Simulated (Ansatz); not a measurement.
## A computed series for hypothetical Fm-3m WGe2: pressure series

Base system: WGe2 (space group Fm-3m, No. 225; a = 6.127 Å; a hypothetical phase, not in the database extracts checked).

Cell and atoms are relaxed at each pressure.

All numbers come from PBE (Ansatz, an electronic-structure program, PAW, no spin-orbit coupling), earlier PAW set.

Notes on the quantities. enthalpy: H = E + PV relative to the base's energy.

| change | enthalpy | shortest interatomic distance |
|---|---|---|
| base | – | 5.014 bohr |
| pressure −2 GPa | -0.24 eV/atom | 5.043 bohr |
| pressure −1 GPa | -0.12 eV/atom | 5.028 bohr |
| pressure 0.3 GPa | +0.04 eV/atom | 5.009 bohr |
| pressure 0.7 GPa | +0.08 eV/atom | 5.004 bohr |
| pressure 1.5 GPa | +0.18 eV/atom | 4.993 bohr |
| pressure 3 GPa | +0.35 eV/atom | 4.974 bohr |
| pressure 5 GPa | +0.59 eV/atom | 4.950 bohr |
| pressure 7.5 GPa | +0.87 eV/atom | 4.921 bohr |
| pressure 10 GPa | +1.15 eV/atom | 4.895 bohr |

Load acts through the strain it causes; cell and atoms are relaxed under it. Whether these cells are dynamically stable was not tested. Competing high-pressure phases were not computed. All final runs are without spin polarisation. WGe2 has a high density of states at the Fermi level and may be magnetic at this level.
